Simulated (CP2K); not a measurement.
CP2K run on ScAu₄ (I4/m, 5 atoms in the cell): self-consistent single point.

Level of theory: LDA (Pade form), GPW, DZVP-MOLOPT-SR-GTH basis, GTH-PADE potentials (GTH_POTENTIALS) (CP2K 2026.2).

The change in words: lattice scaled by 0.98. Reference geometry:
```xyz
5
Lattice="5.0457 0.0000 0.0000 -3.4400 3.6912 0.0000 -0.8028 -1.8456 4.6269" Properties=species:S:1:pos:R:3 pbc="T T T"
Sc     0.0000     0.0000     0.0000
Au     1.6295     1.4860     1.8486
Au    -0.8266     0.3596     2.7783
Au     1.6951    -0.7374     3.7254
Au    -0.8923     2.5830     0.9015
```

Reference input (self-consistent single point, DFT LDA (Pade form), GPW, DZVP-MOLOPT-SR-GTH basis, GTH-PADE potentials (GTH_POTENTIALS)): CUTOFF = 600 Ry; REL_CUTOFF = 50 Ry; SMEAR/METHOD = GAUSSIAN; SIGMA = 0.272 eV; KPOINTS/SCHEME = MONKHORST-PACK 6 6 6; GAMMA_CENTERED = T; XC_FUNCTIONAL = PADE; Sc/BASIS_SET = DZVP-MOLOPT-SR-GTH-q11; Sc/POTENTIAL = GTH-PADE-q11; Au/BASIS_SET = DZVP-MOLOPT-SR-GTH-q11; Au/POTENTIAL = GTH-PADE-q11; METHOD = GPW. This run's input differs from it in these lines:

```diff
@@ -63,4 +63,4 @@
     &CELL
-      ABC 5.04565800 5.04565768 5.04565723
-      ALPHA_BETA_GAMMA 99.15550090 99.15549976 132.98220494
+      ABC 4.94474400 4.94474405 4.94474446
+      ALPHA_BETA_GAMMA 99.15550270 99.15550775 132.98218917
       PERIODIC XYZ
@@ -69,6 +69,6 @@
       Sc       0.00000000     0.00000000     0.00000000
-      Au       1.62946582     1.48603323     1.84856858
-      Au      -0.82662882     0.35958077     2.77828942
-      Au       1.69513427    -0.73737876     3.72540726
-      Au      -0.89229727     2.58299276     0.90145074
+      Au       1.59687633     1.45631279     1.81159727
+      Au      -0.81009633     0.35238921     2.72272373
+      Au       1.66123075    -0.72263131     3.65089924
+      Au      -0.87445075     2.53133331     0.88342176
     &END COORD
```

Output, abridged:

```
 SCF WAVEFUNCTION OPTIMIZATION

  Step     Update method      Time    Convergence         Total energy    Change
     1 NoMix/Diag. 0.30E+00      -     1.20336475      -180.2555224679 -1.80E+02
     2 Broy./Diag. 0.30E+00      -     0.28828459      -184.7154766176 -4.46E+00
     3 Broy./Diag. 0.30E+00      -     0.07017232      -182.1138428253  2.60E+00
     4 Broy./Diag. 0.30E+00      -     0.06376327      -180.6499853128  1.46E+00
     5 Broy./Diag. 0.30E+00      -     0.01720163      -179.9087935737  7.41E-01
     6 Broy./Diag. 0.30E+00      -     0.00510702      -179.9377781362 -2.90E-02
   [... 4 lines left out ...]
    11 Broy./Diag. 0.30E+00      -     0.00000176      -179.9283026373 -3.20E-05
    12 Broy./Diag. 0.30E+00      -     0.00000053      -179.9283257074 -2.31E-05
    13 Broy./Diag. 0.30E+00      -     0.00000026      -179.9283258745 -1.67E-07
    14 Broy./Diag. 0.30E+00      -     0.00000005      -179.9283266800 -8.06E-07
  *** SCF run converged in    14 steps ***

  Overlap energy of the core charge distribution:               0.00000005105377
  Self energy of the core charge distribution:               -320.07171773665698
  Core Hamiltonian energy:                                     94.46011150820127
  Hartree energy:                                              72.68205723209239
  Exchange-correlation energy:                                -26.99663407716232
  Smearing free energy correction:                             -0.00214365752466
  Fermi energy:                                                 0.42358219322255

  Total energy:                                              -179.92832668001375
  Total energy (extrapolated to sigma->0):                   -179.92725485125143

                     Mulliken Population Analysis

   [... lines left out ...]

 STRESS| Analytical stress tensor [bar]
 STRESS|                        x                   y                   z
 STRESS|      x        1.24253783161E+05   1.20716951820E+03  -1.92465708813E-01
 STRESS|      y        1.20716951820E+03   1.26503584445E+05  -3.68093824182E-01
 STRESS|      z       -1.92465708813E-01  -3.68093824182E-01   1.23726140500E+05
 STRESS| 1/3 Trace                                             1.24827836035E+05
```

The run converged in 14 iterations. Against the reference run the free energy goes up by 38.6 meV/atom, the pressure goes from 0.46 to 12.48 GPa and the largest force goes from 0.039 to 0.047 eV/Å.

The starting cell comes from a database of computed structures (which also holds hypothetical and non-ambient phases and stackings), without a prior relaxation at this level. Its lattice was rescaled by a random factor within 2.5 % of one. For this run, on top of that: lattice scaled by 0.98. Values carry the incompleteness of an atom-centred basis. With a pressure of about 12 GPa the cell is away from its equilibrium volume at this level.

Cost on one core of a shared machine: roughly 3 min.
